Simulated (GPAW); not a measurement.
```xyz
8
Lattice="4.9764 0.0000 0.0000 0.0000 4.9764 0.0000 0.0000 0.0000 4.9764" Properties=species:S:1:pos:R:3 pbc="T T T"
Mo     0.0000     2.4882     3.7361
Mo     0.0000     2.4882     1.2403
Mo     3.7361     0.0000     2.4882
Mo     1.2403     0.0000     2.4882
Mo     2.4882     3.7361     0.0000
Mo     2.4882     1.2403     0.0000
Ru     0.0000     0.0000     0.0000
Ir     2.4882     2.4882     2.4882
```

Method: LDA (Perdew-Wang 92), GPAW PAW datasets LDA (gpaw-data 1.0.1) (plane waves; GPAW).

The set-up and first iterations of a GPAW log for Mo6IrRu (Pm-3, 8 atoms in the cell):

```
Input parameters:
  convergence: {density: 1e-05}
  kpts: [5 5 5]
  maxiter: 120
  mode: {ecut: 600,
         name: pw}
  nbands: -12
  occupations: {name: methfessel-paxton,
                order: 0,
                width: 0.272}
  symmetry: {symmorphic: False,
             tolerance: 0.0005}

species:
  Mo:
    name: Molybdenum
    Z: 42.0
    valence: 14
    core: 28
    charge: 0.0
    file: Mo.LDA.gz

    # Using partial waves for Mo as LCAO basis

  Ru:
    name: Ruthenium
    Z: 44.0
    valence: 16
    core: 28
    charge: 0.0
    file: Ru.LDA.gz

    # Using partial waves for Ru as LCAO basis

  Ir:
    name: Iridium
    Z: 77.0
    valence: 15
    core: 62
    charge: 0.0
    file: Ir.LDA.gz

    # Using partial waves for Ir as LCAO basis

Reference energy: -1267454.531143  # eV

Spin-paired calculation

Convergence criteria:
 Maximum [total energy] change in last 3 cyles: 0.0005 eV / valence electron
   [... lines left out ...]

Hamiltonian:
  XC and Coulomb potentials evaluated on a 60*60*60 grid
  External potential:
    NoExternalPotential

Number of atoms: 8
Number of atomic orbitals: 103
Number of bands in calculation: 69
Number of valence electrons: 115
Bands to converge: occupied

Density initialized from atomic densities
  69 bands from LCAO basis set

Atomic positions and initial magnetic moments

Positions:
   0 Mo     0.000000    2.488192    3.736069    ( 0.0000,  0.0000,  0.0000)
   1 Mo     0.000000    2.488192    1.240314    ( 0.0000,  0.0000,  0.0000)
   2 Mo     3.736069    0.000000    2.488192    ( 0.0000,  0.0000,  0.0000)
   3 Mo     1.240314    0.000000    2.488192    ( 0.0000,  0.0000,  0.0000)
   4 Mo     2.488192    3.736069    0.000000    ( 0.0000,  0.0000,  0.0000)
   5 Mo     2.488192    1.240314    0.000000    ( 0.0000,  0.0000,  0.0000)
   6 Ru     0.000000    0.000000    0.000000    ( 0.0000,  0.0000,  0.0000)
   7 Ir     2.488192    2.488192    2.488192    ( 0.0000,  0.0000,  0.0000)

Unit cell:
           periodic     x           y           z      points  spacing
  1. axis:    yes    4.976383    0.000000    0.000000    30     0.1659
  2. axis:    yes    0.000000    4.976383    0.000000    30     0.1659
  3. axis:    yes    0.000000    0.000000    4.976383    30     0.1659

  Lengths:   4.976383   4.976383   4.976383
  Angles:   90.000000  90.000000  90.000000

Effective grid spacing dv^(1/3) = 0.1659
     iter     time        total  log10-change:
                         energy   eigst   dens
iter:   1 --:--:--  -104.388261
iter:   2 --:--:--  -103.149784   -0.50  -1.20
iter:   3 --:--:--   -99.118692   -0.58  -1.23
iter:   4 --:--:--   -97.787740   -1.17  -1.40
iter:   5 --:--:--   -97.283674   -1.03  -1.57
iter:   6 --:--:--   -97.375277   -1.56  -2.00
iter:   7 --:--:--   -97.218399   -2.26  -2.02
iter:   8 --:--:--   -97.134955   -2.01  -2.18
iter:   9 --:--:--   -97.120740   -3.51  -2.62
iter:  10 --:--:--   -97.119140c  -4.02  -2.84
iter:  11 --:--:--   -97.127417c  -3.30  -2.92
iter:  12 --:--:--   -97.121931c  -2.98  -2.85
iter:  13 --:--:--   -97.118547c  -4.10  -2.96
iter:  14 --:--:--   -97.118641c  -4.89  -3.45
```

Will this run converge, and how will it end?

The run converged in 31 iterations. Convergence of the loop says nothing yet on basis, mesh or lower states. It ends on: free energy E − TS (from the program's reference atoms) -97.3012 eV; Fermi level (on the code's own zero) 13.01 eV; pressure -12.86 GPa; largest force (vector length) 0.044 eV/Å. The log goes on:

```
   [... 6 lines left out ...]
iter:  21 --:--:--   -97.118745c  -6.28  -3.90
iter:  22 --:--:--   -97.118713c  -6.14  -4.24
iter:  23 --:--:--   -97.118726c  -7.00  -4.60
iter:  24 --:--:--   -97.118721c  -7.36  -4.66
iter:  25 --:--:--   -97.118722c  -8.04c -4.80
iter:  26 --:--:--   -97.118726c  -8.54c -4.84
iter:  27 --:--:--   -97.118728c  -8.43c -4.87
iter:  28 --:--:--   -97.118728c  -8.40c -4.95
iter:  29 --:--:--   -97.118729c  -8.45c -4.98
iter:  30 --:--:--   -97.118726c  -8.07c -5.00
iter:  31 --:--:--   -97.118728c  -8.71c -5.48c
Converged after 31 iterations.

Dipole moment: (0.000000, 0.000000, -0.000000) |e|*Ang

Energy contributions relative to reference atoms: (reference = -1267454.531143)

Kinetic:        -89.606605
Potential:      +51.227378
External:        +0.000000
XC:             -56.734013
Entropy (-ST):   -0.364938
Local:           -1.823019
SIC:             +0.000000
--------------------------
Free energy:    -97.301197
Extrapolated:   -97.118728

Showing only first 2 kpts
 Kpt  Band  Eigenvalues  Occupancy
  0    55     11.76959    2.00000
  0    56     13.26860    0.18207
  0    57     13.26860    0.18207
  0    58     13.33598    0.09205

  1    55     12.14928    1.99999
  1    56     12.69161    1.90420
  1    57     13.21814    0.28370
  1    58     13.25499    0.20636

Fermi level: 13.01195

No gap
No difference between direct/indirect transitions
Energy (eV): -97.118728

Forces in eV/Ang:
  0 Mo    0.00000   -0.00000    0.04433
  1 Mo    0.00000   -0.00000   -0.04433
  2 Mo    0.04433    0.00000    0.00000
  3 Mo   -0.04433    0.00000    0.00000
  4 Mo   -0.00000    0.04433    0.00000
  5 Mo   -0.00000   -0.04433    0.00000
  6 Ru    0.00000    0.00000    0.00000
  7 Ir    0.00000    0.00000    0.00000

Stress tensor:
     0.080236     0.000000     0.000000
     0.000000     0.080236     0.000000
     0.000000     0.000000     0.080236
Stress (GPa, Voigt): [12.8552 12.8552 12.8552  0.      0.      0.    ]
```

For comparison: a first run was changed to give this one (lattice scaled by 0.98), and from it to this one the free energy falls by 118 meV/atom, the pressure goes from -25.99 to -12.86 GPa and the largest force goes from 0.035 to 0.044 eV/Å.

The starting cell comes from a database of computed structures (which also holds hypothetical and non-ambient phases and stackings), without a prior relaxation at this level. Its lattice was rescaled by a random factor within 2.5 % of one. For this run, on top of that: lattice scaled by 0.98. Spin-orbit coupling is off. Spin polarisation is off. With a pressure of about -13 GPa the cell is away from its equilibrium volume at this level.

The run was DFT LDA (Perdew-Wang 92), plane waves, GPAW PAW datasets LDA (gpaw-data 1.0.1). Main settings of its input:

| setting | value |
|---|---|
| mode | pw |
| ecut | 600 eV |
| xc | LDA |
| kpts | 5 5 5 |
| mesh shift (steps) | 0 0 0 |
| occupations.name | methfessel-paxton |
| occupations.width | 0.272 eV |
| occupations.order | 0 |
| nbands | -12 |
| convergence.density | 1e-05 e/electron |
| symmetry.symmorphic | false |
| symmetry.tolerance | 0.0005 |
